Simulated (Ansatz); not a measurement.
A calculation on W3Si2 (P4/mbm, No. 127; start mp-1079377) returned lattice constant a 6.624 Å, lattice parameter c 3.318 Å, equilibrium volume per atom 14.56 Å³/atom.

Q: Which level of theory produced these numbers?
A. PBE-D3(BJ) (Ansatz, a program for electronic structure)
B. PBEsol (Ansatz)
C. PBE (Ansatz)
D. LDA (Ansatz)

A: C, PBE (Ansatz)

The others give: LDA 6.544 Å, 3.254 Å, 13.94 Å³/atom; PBE-D3(BJ) 6.567 Å, 3.281 Å, 14.15 Å³/atom; PBEsol 6.577 Å, 3.280 Å, 14.19 Å³/atom.

Unless a cell is named, each level is at its own relaxed cell (LDA 13.94, PBE 14.56, PBE-D3(BJ) 14.15, PBEsol 14.19 Å³/atom).

Caveats: the relaxation could not lower the start's symmetry, so the cell can be a saddle point above a distorted one (LDA, PBE-D3(BJ), PBEsol, PBE). Ansatz's density-functional and Hartree–Fock values are scalar-relativistic unless marked +SOC, with PAW data made under PBE.

A start named mp-… is a Materials Project structure, which can be a computed phase never made.
